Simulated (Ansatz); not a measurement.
An Ansatz (a first-principles code) input (PBE/PAW in Ansatz, no spin-orbit coupling):

Ansatz 0.2 input:
```yaml
crystal:
  lattice:
    - [6.3178561996, 0, 0]
    - [0, 6.3178561996, 0]
    - [3.1589280998, -3.1589280998, 6.625733766]
  atoms:
    - { symbol: Ag, position: [0.25, 0.25, 0.5] }
    - { symbol: Ag, position: [0, 0, 0] }
    - { symbol: In, position: [0.75, 0.75, 0.5] }
    - { symbol: In, position: [0.5, 0.5, 0] }
    - { symbol: Te, position: [0.3694086178, 0.625, 0.75] }
    - { symbol: Te, position: [0.8805913822, 0.125, 0.75] }
    - { symbol: Te, position: [0.125, 0.3694086178, 0.25] }
    - { symbol: Te, position: [0.625, 0.8805913822, 0.25] }
basis: { ecutwfc: 420, ecutrho_ratio: 4, xc_grid: 2, fft_grid_basis: typed }
kpoints: { mp_grid: { grid: [7, 7, 7] } }
hamiltonian:
  xc: pbe
  dispersion: none
  pseudopotentials: { kind: paw }
scf: { occupations: { method: fermi_dirac, width: 0.05 } }
relax: { f_tol: 0.005, max_steps: 50, cell: { stress_tol: 0.01, fix: [a, b, gamma] } }
output: { forces: true, stress: true }
checkpoint: { write: state.ck, write_every: 1000 }
```

Task: Which symmetry and how many k-points will the program report, and about how many plane waves at Γ?

Result: Space group I-42d (ITA 122) with 8 operations, k-points 40 of 343, and 5167 plane waves at Γ.

Task: And the final pressure?

Result: 1.05 GPa (compression positive).

A case with no gap was solved on a k-mesh chosen for an insulator, which is coarse for it. The cells carry an imposed strain or load. No phonon test of stability was made. The final runs are not spin-polarised. The cell was made from InAgTe₂ in the chalcopyrite structure (space group I-42d, No. 122) by this change: biaxial strain −3.82 %, plane normal [001], relaxed out of plane.
